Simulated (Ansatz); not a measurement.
```xyz
12
Lattice="5.3652 0.0000 -0.0616 0.0000 5.4400 0.0000 -0.9665 0.0000 5.0967" Properties=species:S:1:pos:R:3 pbc="T T T"
Zr     1.2685     0.2461     1.0446
Zr     3.6134     2.9661     1.4422
Zr     3.1302     5.1939     3.9905
Zr     0.7853     2.4739     3.5930
O      0.0479     1.8700     1.6913
O      4.8340     4.5900     0.7954
O      4.3508     3.5700     3.3438
O     -0.4353     0.8500     4.2397
O      2.0023     4.1261     2.4088
O      2.8797     1.4061     0.0780
O      2.3964     1.3139     2.6263
O      1.5190     4.0339     4.9571
```

No spin polarisation.

Method: r2SCAN, PAW, 500 eV (Ansatz, an electronic-structure program; spin-orbit coupling left out). Γ-centred 5×5×5 mesh, Fermi–Dirac width 0.05 eV.

### Question
Predict the valence-band top at Γ, gap character and in-plane stress.

### Answer
- Valence-band top at Γ (three highest levels, from the VBM) = 0.00, -0.19, -0.60 eV
- Gap character = indirect, Γ → k = (0.400, 0, 0.200) in the run's primitive reciprocal basis
- Mean in-plane stress (compression positive) = -14.3 GPa

The cells carry an imposed strain or load. Stability against distortions was not tested. The cell was made from ZrO2 (space group P2_1/c, No. 14) by this change: biaxial strain +4.10 %, plane normal [001], relaxed out of plane.
